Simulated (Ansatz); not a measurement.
Start from a 12-atom supercell of TiSi2 (space group Fddd, No. 70; a = 4.760 Å, b = 8.180 Å, c = 8.500 Å) at its relaxed geometry.

The values are results of Ansatz (a quantum-chemistry and plane-wave program), PBEsol, PAW, cutoff 420 eV, no SOC, not measurements.

For the base:

| Property | Result |
|---|---|
| Pressure | 0.0 GPa |

One thing is altered: a neutral Si interstitial (started 1.58 Å from the nearest host atom), atoms relaxed at fixed cell, starting from a slightly rattled geometry.

Task: What does the calculation give for the final site of the added atom after the change?

Result: The final site of the added atom comes out as 4 Si at 2.17–2.36 Å and 5 Ti at 2.46–2.83 Å.

Task: Estimate the effect on the largest displacement of a host atom from its site in the perfect cell.

Result: The largest displacement of a host atom from its site in the perfect cell is 0.91 Å.

Task: How does this affect the pressure?

Result: The pressure goes from zero to 18.5 GPa.

In so small a cell the defect repeats every few ångströms: this is an ordered compound, not a dilute defect. The final runs are not spin-polarised. The defect cell is not spin-polarised.
